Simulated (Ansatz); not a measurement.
# IrO2: uniaxial stress, 1 GPa tension along x

Take IrO2 in the rutile structure (space group P4_2/mnm, No. 136; a = 4.472 Å, c = 3.154 Å) as the base. Axes: x, y, z lie along a, b, c of the conventional cell.

It is then changed as follows: uniaxial stress, 1 GPa tension along x, with the cell and atoms free to relax against it.

Level of theory: Ansatz (a quantum-chemistry and plane-wave program), PBEsol, PAW, cutoff 420 eV, spin-orbit coupling left out. k-mesh 11×11×15 (Γ-centred); smearing 0.05 eV (Fermi–Dirac).

- Volume per atom: 10.52 Å³ (base 10.51 Å³)
- Space group: Pnnm (No. 58) (base P4_2/mnm (No. 136))
- Shortest interatomic distance: 1.954 Å (base 1.953 Å)
- Energy relative to the base (free energy F): +0.3 meV/atom
- Band gap: zero (base zero)
- Strain response (xx, yy, zz): (+0.99, −0.79, −0.07) % (rough)

Final structure:

```xyz
6
Lattice="4.5161 0.0000 0.0000 0.0000 4.4365 0.0000 0.0000 0.0000 3.1515" Properties=species:S:1:pos:R:3 pbc="T T T"
Ir     0.0000     0.0000     0.0000
Ir     2.2581     2.2183     1.5758
O      1.4009     1.3624     0.0000
O      3.6590     0.8558     1.5758
O      0.8571     3.5807     1.5758
O      3.1152     3.0741     0.0000
```

Without a gap, meshes like the base's 11×11×15 leave anisotropic stresses uncertain by several tenths of a GPa, and small strain energies with them. Beyond what the load breaks, stability against distortions was not tested. No Hubbard U is applied, and correlation can decide whether such a compound is a metal. All final runs are without spin polarisation.
